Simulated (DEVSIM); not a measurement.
Structure: abrupt Ge p-n junction, at 300 K.

Layer 1 from the left is Ge, thickness (μm) 52.0, Na (cm⁻³) 1.1e15, τn (s) 0.00019, τp (s) 0.00019. Layer 2 from the left is Ge, thickness (μm) 5.00, Nd (cm⁻³) 5.3e16, τn (s) 0.00019, τp (s) 0.00019.

Left contact: ohmic. Right contact: ohmic. Voltage is applied to the left contact. Recombination: SRH at mid-gap, radiative, Auger. Mobility is μmin + (μ − μmin)/(1 + (N/Nref)^α).

This is a model device: material constants are rounded textbook-type values typed into the input, and sizes, dopings and lifetimes were drawn at random. Values at 300 K.

Ge: gap (eV) 0.664, affinity (eV) 4, permittivity 16, Nc (cm⁻³) 1.04e19, Nv (cm⁻³) 6e18, μn (cm²/Vs) 3900, μp (cm²/Vs) 1900, μn,min 150, μp,min 100, Nref,n 2.6e17, Nref,p 4e17, αn 0.56, αp 0.6, B (cm³/s) 6.4e-14, Cn (cm⁶/s) 1e-31, Cp (cm⁶/s) 1e-31.

Simulated with DEVSIM: 1D drift-diffusion, Boltzmann statistics, complete ionisation; no tunnelling, impact ionisation, image-force lowering or self-heating.

**Question.** What does the simulation give for the potential step across the device at zero bias, the dark forward voltage at 1 A/cm²?

**Answer.** potential step across the device at zero bias 0.305 V; dark forward voltage at 1 A/cm² 0.177 V.
